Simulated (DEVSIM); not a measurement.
System: abrupt Si p-n junction, at 300 K.

```
layer (left to right)  material  thickness (μm)  Nd (cm⁻³)  Na (cm⁻³)   τn (s)   τp (s)
---------------------  --------  --------------  ---------  ---------  -------  -------
1                            Si            4.10          -     2.1e16  0.00055  0.00055
2                            Si            12.0     1.7e14          -  0.00055  0.00055
```

Left contact: ohmic. Right contact: ohmic. Voltage is applied to the left contact. Recombination: SRH at mid-gap. Mobility is μmin + (μ − μmin)/(1 + (N/Nref)^α).

This is a model device: material constants are rounded textbook-type values typed into the input, and sizes, dopings and lifetimes were drawn at random. Values at 300 K.

| parameter | Si |
|---|---|
| gap (eV) | 1.124 |
| affinity (eV) | 4.05 |
| permittivity | 11.7 |
| Nc (cm⁻³) | 2.86e19 |
| Nv (cm⁻³) | 3.1e19 |
| μn (cm²/Vs) | 1417 |
| μp (cm²/Vs) | 470 |
| μn,min | 52 |
| μp,min | 45 |
| Nref,n | 9.7e16 |
| Nref,p | 2.2e17 |
| αn | 0.68 |
| αp | 0.72 |

Model (solved in DEVSIM): 1D drift-diffusion, Boltzmann statistics, complete ionisation; no tunnelling, impact ionisation, image-force lowering or self-heating.

The thickness of layer 2 was swept, all else fixed.

```csv
thickness of layer 2 (μm),dark forward voltage at 100 A/cm² (V),dark forward voltage at 1 A/cm² (V)
2.4,0.714,0.492
4.2,0.745,0.514
7.2,0.787,0.534
12,0.844,0.551
20,0.930,0.570
36,1.080,0.591
60,1.276,0.612
```

From the first row to the last the dark forward voltage at 100 A/cm² goes from 0.714 to 1.276. From the first row to the last the dark forward voltage at 1 A/cm² goes from 0.492 to 0.612.
